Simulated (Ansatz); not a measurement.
free sheet of monolayer 1T HfS2: Hf16S32, 3 atomic planes, area 185 Å², cell height 15.9 Å with vacuum; both faces free, started from the relaxed sheet, in-plane cell fixed at 1.000 times the relaxed lattice. Level of theory: PBE (plane waves, PAW; Ansatz, a first-principles code). Mean temperature 299 K, 4.1 ps sampled after 2.0 ps of Langevin dynamics; k-points: Γ only; no spin polarisation or spin-orbit coupling.

| plane (from the bottom) | atoms | start height (Å) | mean height (Å) | spread of site heights (Å) | rms motion, normal (Å) | rms motion, in plane (Å) | in-plane shift from the start (Å) | coordination |
|---|---|---|---|---|---|---|---|---|
| 1 | S16 | -1.45 | -1.45 | 0.01 | 0.11 | 0.09 | 0.00 | 3.0 |
| 2 | Hf16 | 0.00 | 0.00 | 0.01 | 0.16 | 0.07 | 0.00 | 6.0 |
| 3 | S16 | 1.45 | 1.45 | 0.01 | 0.11 | 0.09 | 0.00 | 3.0 |

| Item | Result |
|---|---|
| outer plane spacing | 1.45 Å against 1.45 Å at the start (+0 %) |
| normal motion of the outer planes over that of the middle | 0.7 |
| in-plane diffusion | none seen within 4.1 ps |
| coordination in the top plane | 3-fold 100 % |
| mean vibrational (phonon) frequency | 5.5 THz |

A denser in-plane k-mesh moves the forces of one frame by 0.05 eV/Å rms. Bonds are counted up to Hf-S 3.07 Å; heights count from the centre of mass.
